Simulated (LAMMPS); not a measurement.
MD of CdS (wurtzite) at zero pressure, 3696 atoms, as a crystal; each row is its own run.

Level of theory: classical MD, pair style sw, file CdTeZnSeHgS0.sw, run in LAMMPS.

```
T (K)  enthalpy (eV/atom)
-----  ------------------
200               -2.7110
300               -2.6847
1050              -2.4837
1310              -2.4126
1580              -2.3364
1840              -2.2617
2100              -2.1861
```

Fit a straight line, y = a + b x, to these rows (x is the first column, y the second) and predict the run at x = 790.

Least squares gives a = -2.7688 and b = 0.0002751. At x = 790 the fit predicts -2.5515 eV/atom. The run itself gave -2.5545 ± 0.0002 eV/atom, so the fit is 3 meV/atom high.

Caution (rows 790; 1050; 1310; 1580; 1840; 2100): a run this short can hold a crystal over, or a liquid under, the potential's own melting point, which these runs don't give.
